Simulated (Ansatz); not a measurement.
Output of an Ansatz run (abridged):

```
WARN basis.ecutwfc = 420 eV, the default
WARN ansatz: RAYON_NUM_THREADS=1 ignored (pool sized by the plan → 1); use --threads N
Pseudopotentials: kind: paw
Pseudopotential: Cd, paw, valence charge 20
Pseudopotential: Au, paw, valence charge 19
Crystal: 4 atoms, lattice volume = 84.823 Å³
Basis set: ecut = 420 eV, 1665 PW (Γ), exchange–correlation on 48×48×144 points (8 copies of the dense FFT grid, shifted against one another)
Bands: 48, of which v1, the nominal top of the filled ones, is band 40 counted from 1 (39 counted from 0)
Symmetry: 8 space group operations
Space group: Cmmm (ITA 65), of the structure as read, at distance tolerance 4.4e-5 Å
k-points: 171 of 784
PAW frozen core: Cd, regenerated for the run's functional, and the local potential with it
PAW frozen core: Au, regenerated for the run's functional, and the local potential with it
Initial density: superposition of atomic densities (neutral atoms: chi_scale 0, normalization atom), corrected by the library's trained network
Initial wavefunctions: pseudopotential atomic-orbital guess
Eigensolver: davidson
Functional: x = pbesol(κ = 0.804, μ = 0.12345679012345678), c = pbesol(β = 0.046)
SCF iter   1: F=—  HF=-37559.269091 eV  |F-HF|=—  |Δ(HF+E_count)|=         —  Δρ=5.52e-3  dr2=2.27e-2  ethr=1.77e-3  ⟨swp⟩=6.5  Hψ=28015  notcnv=0  defer=23
all-band conjugate gradients solve this SCF's bands
preconditioner: auto → Kerker (q_TF=auto, 2.696 Å⁻¹)
SCF iter   2: F=—  HF=-37559.263889 eV  |F-HF|=—  |Δ(HF+E_count)|=   5.20e-3  Δρ=1.81e-3  dr2=3.25e-3  ethr=2.87e-5  ⟨swp⟩=2.1  Hψ=13002  notcnv=0  defer=21
SCF iter   3: F=—  HF=-37559.262964 eV  |F-HF|=—  |Δ(HF+E_count)|=   9.24e-4  Δρ=5.97e-4  dr2=5.06e-4  ethr=4.12e-6  ⟨swp⟩=2.0  Hψ=10300  notcnv=0  defer=21
SCF iter   4: F=—  HF=-37559.262875 eV  |F-HF|=—  |Δ(HF+E_count)|=   8.92e-5  Δρ=1.40e-4  dr2=4.64e-5  ethr=6.40e-7  ⟨swp⟩=2.4  Hψ=13959  notcnv=0  defer=21
SCF iter   5: F=—  HF=-37559.262873 eV  |F-HF|=—  |Δ(HF+E_count)|=   2.21e-6  Δρ=4.38e-5  dr2=7.70e-6  ethr=5.88e-8  ⟨swp⟩=1.2  Hψ=7922  notcnv=0  defer=21
SCF iter   6: F=—  HF=-37559.262872 eV  |F-HF|=—  |Δ(HF+E_count)|=   7.93e-7  Δρ=1.69e-5  dr2=6.14e-7  ethr=9.75e-9  ⟨swp⟩=1.2  Hψ=7814  notcnv=0  defer=21
SCF iter   7: F=—  HF=-37559.262872 eV  |F-HF|=—  |Δ(HF+E_count)|=   7.26e-8  Δρ=7.23e-6  dr2=1.15e-7  ethr=1.27e-10  ⟨swp⟩=8.6  Hψ=33369  notcnv=0
SCF iter   8: F=-37559.262872 eV  HF=-37559.262872 eV  |F-HF|=4.13e-9  |Δ(HF+E_count)|=   1.49e-8  Δρ=2.33e-6  dr2=6.62e-9  ethr=1.27e-10  ⟨swp⟩=3.9  Hψ=23002  notcnv=0
SCF 1 converged in 8 iterations: F = -37559.262872 eV  dr2 = 6.62e-9
SCF converged after 8 iterations
Free energy (F): -37559.262872 eV
Harris-Foulkes:  -37559.262872 eV  (|F-HF|=4.13e-9)
Internal energy: -37559.239874 eV  (E = F + TS)
E sigma→0 (E₀):  -37559.251373 eV
Entropy (-TS):   -0.022998 eV (-5.750 meV/atom)
Fermi energy:    14.893758 eV
--- Per-component energies (eV) ---
  E_band       = -1469.061963
  E_kinetic    = 2117.412087
  E_local      = -10827.237501  (includes V_loc(G=0)·N_el)
  E_nonlocal   = 183.357584
  E_hartree    = 4986.384007
  E_xc         = -752.964473
  E_vxc        = -937.723442  (∫ρ·V_xc dr)
  E_paw        = -21603.917107  (= ΣΔE_a)
  E_vpaw       = -1977.643053  (= ΣTr[D̂ρ^β])
  E_aug_tail   = 0.001380  (compensation charges beyond the density's cutoff)
  E_ewald      = -11663.611209
  E_core_change = 1.335358  (= ΣΔE_core)
  E_smearing   = -0.022998  (= −TS)
  E_closure    = -0.000000  (closes the sum)
  Σ components = -37559.262872   (vs F -37559.262872, Δ=0.00e0)
--- Forces (eV/Å), atoms counted from 1 ---
  atom   1  Cd     0.00000000     0.00000000     0.11285196
  atom   2  Cd     0.00000000     0.00000000    -0.11285196
  atom   3  Cd    -0.00000000     0.00000000     0.00000000
  atom   4  Au     0.00000000     0.00000000     0.00000000
  max |Σ_I F_I| component: 1.39e-17 eV/Å
--- Stress (GPa, compression-positive) ---
       -3.924271       0.000000       0.000000
        0.000000      -3.755132       0.000000
        0.000000       0.000000      -4.112122
  P = ⅓ Tr σ = -3.9305 GPa (-39.305 kbar)
  The stress holds the Pulay correction. Without it, at fixed plane waves, as pw.x and ABINIT print it: P = -3.9701 GPa
--- Band table (eV; the first three rows and the last of 171) ---
  k-point 0: bands = ["-90.4733", "-87.9530", "-87.8390", "-87.8390", "-49.0373", "-49.0227", "-49.0115", "-48.9273", "-48.9273", "-48.9078", "-48.9055", "-48.9000", "-48.8998", "-41.9635", "-41.8324", "-41.7516", "5.3581", "5.5036", "5.6489", [...]
  k-point 1: bands = ["-90.4733", "-87.9530", "-87.8390", "-87.8390", "-49.0373", "-49.0227", "-49.0115", "-48.9273", "-48.9273", "-48.9079", "-48.9054", "-48.9000", "-48.8998", "-41.9635", "-41.8324", "-41.7516", "5.3656", "5.5375", "5.6281", [...]
  k-point 2: bands = ["-90.4733", "-87.9530", "-87.8390", "-87.8390", "-49.0373", "-49.0227", "-49.0115", "-48.9273", "-48.9273", "-48.9081", "-48.9053", "-48.9000", "-48.8998", "-41.9635", "-41.8324", "-41.7516", "5.3740", "5.5819", "5.6006", [...]
  k-point 170: bands = ["-90.4718", "-87.9517", "-87.8377", "-87.8377", "-49.0437", "-49.0351", "-49.0163", "-48.9483", "-48.9482", "-48.9060", "-48.9048", "-48.9045", "-48.9034", "-41.9586", "-41.8430", "-41.7991", "5.2167", "5.3884", "5.3994", [...]
```

The structure:

```xyz
4
Lattice="1.5253 -2.8093 0.0000 1.5253 2.8093 0.0000 0.0000 0.0000 9.8978" Properties=species:S:1:pos:R:3 pbc="T T T"
Cd     1.5253     0.0000     7.5145
Cd     1.5253     0.0000     2.3833
Cd     0.0000     0.0000     4.9489
Au     0.0000     0.0000     0.0000
```

Q: What input produced this log?

A: Other spellings and defaults could give the same log, and not every line can be read from it. The input that was run (DFT, PBEsol, plane waves, default PAW files made with PBE):

Ansatz 0.2 input:
```yaml
crystal:
  lattice:
    - [1.52529500, -2.80926900, 0.00000000]
    - [1.52529500, 2.80926900, 0.00000000]
    - [0.00000000, 0.00000000, 9.89775900]
  atoms:
    - { symbol: Cd, position: [0.50000000, 0.50000000, 0.75921000] }
    - { symbol: Cd, position: [0.50000000, 0.50000000, 0.24079000] }
    - { symbol: Cd, position: [0.00000000, 0.00000000, 0.50000000] }
    - { symbol: Au, position: [0.00000000, 0.00000000, 0.00000000] }
kpoints:
  mp_grid:
    grid: [14, 14, 4]
hamiltonian:
  xc: pbesol
  pseudopotentials:
    kind: paw
scf:
  occupations:
    method: gaussian
    width: 0.2 eV
output:
  forces: true
  eigenvalues: true
  stress: true
```

The starting cell comes from a database of computed structures (which also holds hypothetical and non-ambient phases and stackings), without a prior relaxation at this level. Its lattice was rescaled by a random factor within 2.5 % of one. Spin-orbit coupling is off. With a pressure of about -4 GPa the cell is away from its equilibrium volume at this level. Ansatz's pressure includes its estimate of the finite-basis (Pulay) stress.

Ansatz is a program for electronic structure.
